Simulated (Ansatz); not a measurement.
Base system: BiSb in the CsCl type structure (space group Pm-3m, No. 221; a = 3.894 Å; a hypothetical phase, not in the database extracts checked; relaxed with 0.1 eV smearing). Axes: x, y, z lie along the cube axes.

The values are results of Ansatz (an electronic-structure program), PBE, PAW, cutoff 420 eV, no spin-orbit coupling, not measurements.

A first run, uniaxial strain ε_xx = −1.14 %, gives secant values C11 ≈ 70 GPa and C12 ≈ 51 GPa from its stress. A second run applies biaxial strain +0.84 %, plane normal [001], relaxed out of plane.

### Question
What does linear elasticity predict for −ε⊥/ε∥ in the second run, and what does the run give?

### Answer
Linear elasticity: 2 C12/C11 = 1.46. The run gives 1.45; any difference comes from nonlinear terms at these strains and numerical noise.

Whether these cells are dynamically stable was not tested. The final runs are not spin-polarised.
